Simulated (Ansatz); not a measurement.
## SiC: response to strain

The reference is SiC in the zinc blende structure (space group F-43m, No. 216; a = 4.356 Å). Axes: x, y, z lie along the cube axes.

Strains are applied to the cell and any free atomic positions relax; under biaxial strain the out-of-plane vector relaxes too.

The values are results of r2SCAN, PAW, 500 eV (Ansatz, an electronic-structure program; spin-orbit coupling left out), not measurements.

Notes on the quantities. energy relative to the base: free energy F.

```tsv
biaxial strain, plane normal [001], relaxed out of plane (%)	energy relative to the base (meV/atom)
0	0.0
0.5	0.7
1	2.9
1.5	6.5
2	?
2.5	17.7
3	25.2
```

Fit ΔE = Aε² + Bε³ (ε in %) to the rows shown and predict the withheld row.

Least squares on the printed values gives A = 2.97 and B = -0.058 meV/atom (largest residual 0.0 meV/atom); this predicts 11.4 meV/atom, and the run gives 11.4 meV/atom, in agreement.

No phonon test of stability was made.
